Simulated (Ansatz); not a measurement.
Start from MgTe in the zinc blende structure (space group F-43m, No. 216; a = 6.5094 Å). Axes: x, y, z lie along the cube axes.

All numbers come from plane-wave PAW DFT at the PBE level (Ansatz, a first-principles code, 420 eV), without spin-orbit coupling.

It is then changed as follows: the cell is scaled by 0.9700 in all directions, atoms relaxed at fixed cell.

Question: Predict the stress tensor and what it implies for the stiffness.

Answer: Stress of the strained cell less that of the base (GPa, compression positive):
```
   3.75    0.00    0.00
   0.00    3.75    0.00
   0.00    0.00    3.75
```

Then B = −ΔP/(ΔV/V₀) with ΔV/V₀ = -0.0873 gives secant stiffness values (nonlinear terms included at this strain): B ≈ 43 GPa.

As a check, the harmonic strain energy −½ V₀ Δσ:ε is 36 meV/atom; the computed energy rise is 32 meV/atom.

No phonon test of stability was made.
